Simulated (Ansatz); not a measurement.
An input for Ansatz (PBEsol) and the part of its output that reports the quasi-harmonic study. Lengths are of the primitive cell. The run noted for some of its cells that some bands missed the eigensolver's tolerance. Spin-orbit coupling is not included.

Ansatz 0.2 input:
```yaml
crystal:
  lattice:
    - [2.8994346524, 0.0, 0.0]
    - [-1.4497173262, 2.5109840656, 0.0]
    - [0.0, 0.0, 2.8264313966]
  atoms:
    - { symbol: W, position: [0.0, 0.0, 0.0] }
    - { symbol: C, position: [0.6666666667, 0.3333333333, 0.5] }
kpoints:
  mp_grid: { grid: [12, 12, 12] }
hamiltonian:
  xc: pbesol
  pseudopotentials: { kind: paw }
scf:
  occupations: { method: methfessel_paxton, width: 0.15 }
phonons:
  method: dfpt
  qmesh: [4, 4, 3]
  temperatures: { t_max: 1000, t_step: 25 }
  thermal_expansion: {}
checkpoint:
  write: run
```

```
--- Thermal expansion: 16 cells in 3 rounds, 0 GPa ---
  no lower state was reached at cell 6; its state was not examined: fill_not_monotonic
  without vibrations: a 2.89877, b 2.89877, c 2.82763 Å, V 20.5770 Å³, B 407.46 GPa
  at 0 K: a 2.90306, b 2.90306, c 2.83273 Å, V 20.6752 Å³, B 401.79 GPa
  zero-point expansion: a +0.148, b +0.148, c +0.180, V +0.477 %
      T/K        a/Å        b/Å        c/Å       V/Å³ | expansion of a, b, c, V (1e-6/K)   | that of V in the mean from 25 °C | C_P, C_V (J/mol K of the cell) | B_T, B_S (GPa)
     0.00    2.90306    2.90306    2.83273    20.6752 |    0.00    0.00    0.00    0.00 |    5.35 |     0.000     0.000 |   401.79   401.79
   100.00    2.90320    2.90320    2.83282    20.6777 |    1.36    1.36    0.93    3.64 |    7.42 |    13.126    13.119 |   401.40   401.60
   200.00    2.90380    2.90380    2.83327    20.6896 |    2.70    2.70    2.25    7.64 |    9.14 |    26.415    26.356 |   399.92   400.80
   298.15    2.90471    2.90471    2.83405    20.7082 |    3.58    3.58    3.29   10.45 |       - |    35.215    35.053 |   397.78   399.61
   375.00    2.90556    2.90556    2.83483    20.7260 |    4.03    4.03    3.83   11.88 |   11.22 |    39.623    39.362 |   395.86   398.49
   475.00    2.90679    2.90679    2.83598    20.7521 |    4.41    4.41    4.28   13.11 |   11.98 |    43.286    42.885 |   393.22   396.90
   575.00    2.90811    2.90811    2.83724    20.7802 |    4.67    4.67    4.57   13.91 |   12.55 |    45.593    45.049 |   390.49   395.20
   675.00    2.90950    2.90950    2.83857    20.8097 |    4.85    4.85    4.77   14.47 |   13.01 |    47.147    46.460 |   387.71   393.44
   775.00    2.91093    2.91093    2.83995    20.8403 |    4.99    4.99    4.92   14.90 |   13.38 |    48.266    47.435 |   384.89   391.63
   875.00    2.91240    2.91240    2.84136    20.8718 |    5.11    5.11    5.03   15.25 |   13.69 |    49.120    48.144 |   382.04   389.79
   975.00    2.91390    2.91390    2.84281    20.9039 |    5.20    5.20    5.13   15.54 |   13.96 |    49.809    48.685 |   379.17   387.93
  1000.00    2.91428    2.91428    2.84317    20.9121 |    5.23    5.23    5.15   15.61 |   14.03 |    49.963    48.802 |   378.45   387.46
  stiffness (GPa) against the strains that keep the symmetry, 3 along the crystal's axis
    without vibrations: C11 + C12 986.98, C13 181.42, C33 1001.31
  the static fit leaves 0.000 meV an atom of the energies and, of the stresses, 0.002 GPa of each cell's largest along a strain (root mean squares over the cells), whose Pulay part it has at -0.026 GPa
  vibrations' free energy: its fit passes through its cells
  the electrons' free energy at temperature is in it; its fit leaves 0.0021 meV an atom at the most
  free energies summed between the sampled wave vectors
  estimated error of the fitted expansion in any direction: up to 0.125e-6/K, at 1000 K (an estimate, not a bound: it was exceeded on models of known expansion)
  by sums over the sampled wave vectors an expansion of the volume parts by up to 0.12e-6/K
  by a static energy of one degree less an expansion of the volume parts by up to 0.00e-6/K
  eigensolver_not_converged in the phonons of 6 cells: 6, 7, 8, 9, 10, 11
```

Warnings of the run: phonon_interpolation_lacks_quadrupole_term, thermal_expansion_settings.

Cost: about 100 core-minutes (a rough figure).

The crystal is held in this phase throughout; melting and phase transitions are not modelled.

The PAW data sets were generated under PBE and serve the other functionals too.

Ansatz is a first-principles code.
